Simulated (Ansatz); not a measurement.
**OsAl₃ (model structure, started from the A15 type, Pm-3n, No. 223, 8 atoms in the cell)**

All values below come from LDA (plane waves, PAW; Ansatz, a program for electronic structure).

Numerical settings: plane-wave cutoff 520 eV, 12×12×12 k mesh, Fermi–Dirac smearing 0.05 eV, no spin polarisation, scalar-relativistic PAW data made under PBE.

Cell (relaxed at this level):

Al$_{3}$Os has the cubic space group Pm-3n (No. 223), the A15 (Cr3Si type) structure, Pearson symbol cP8. Lattice parameters: a = b = c = 4.832 Å, α = β = γ = 90.00°. Al on 6c sees 2 Al at 2.416 Å and 8 Al at 2.959 Å and 4 Os at 2.701 Å. Os on 2a sees 12 Al at 2.701 Å. (Neighbours: up to the widest gap in distance over summed covalent radii, below 1.35, at either atom.)

```json
{
  "bulk_modulus": "175 GPa"
}
```

Note: the run has no spin polarisation, so it can have missed a magnetic state; the bulk modulus is −V dP/dV from two relaxed cells at ±2 % in volume; the relaxation could raise the start's symmetry but not lower it, so the cell can be a saddle point.

Spin–orbit coupling is not included.

Cost on a shared machine: roughly 50 core-seconds.

A model structure was made by putting elements into a prototype or built by hand; it is no filed structure, need not be a known phase, and can be a saddle point held by its symmetry.
